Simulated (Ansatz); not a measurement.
L1₂ (Cu3Au-type) Ni3Al

Calculation: PBE0 (plane waves, PAW; Ansatz, a quantum-chemistry and plane-wave program).

Run with plane-wave cutoff 460 eV, 8×8×8 k mesh, Fermi–Dirac smearing 0.05 eV, spin-polarised with parallel moments, scalar-relativistic PAW data made under PBE.

Cell (measured lattice):

```
CELL_PARAMETERS angstrom
      3.56700     0.00000     0.00000
      0.00000     3.56700     0.00000
      0.00000     0.00000     3.56700
ATOMIC_POSITIONS crystal
  Al 0.00000 0.00000 0.00000
  Ni 0.00000 0.50000 0.50000
  Ni 0.50000 0.00000 0.50000
  Ni 0.50000 0.50000 0.00000
```
Starting moments (μB, in the order of the record's atoms Al Ni Ni Ni): 0.0 0.5 0.5 0.5.

| Property | Value |
|---|---|
| magnetic moment (largest site, within a sphere) | 0.56 μB |

Note: the run warned that the count of filled bands differs between k points; cell and atoms aren't relaxed at this level (pressure -3.9 GPa).

Moments are spin moments.

Cost on a shared machine: around 30 core-minutes (rough).
